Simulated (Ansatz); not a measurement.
The starting structures come from a database of crystals and need not be the phases stable at ambient conditions.

 Where the default PAW files enter, the runs use the earlier of Ansatz's two default sets.

By PBEsol, the system below comes out a metal.

Input:

```
Al2Cu
1.0
    2.83348     0.00000     0.00000
    0.00000     5.68949     0.00000
    0.00000     2.84474     2.84474
Al Cu
2 1
Direct
  0.50000   0.50000   0.50000
  0.50000   0.00000   0.50000
  0.00000   0.00000   0.00000
```

Space group of this cell: P4/mmm. The cell is strained (all lengths scaled by 0.98); by PBEsol its mean pressure is 3.8 GPa.

The current flows along the normal of the first two printed cell vectors, the (110) plane of the conventional cell. No spin-orbit coupling; the value is a mean over 0.1 eV about the Fermi level.

Q: Predict the ballistic conductance per area from PBEsol (Ansatz, an electronic-structure program).

A: 0.76 × 10¹⁵ S/m² for both spins.
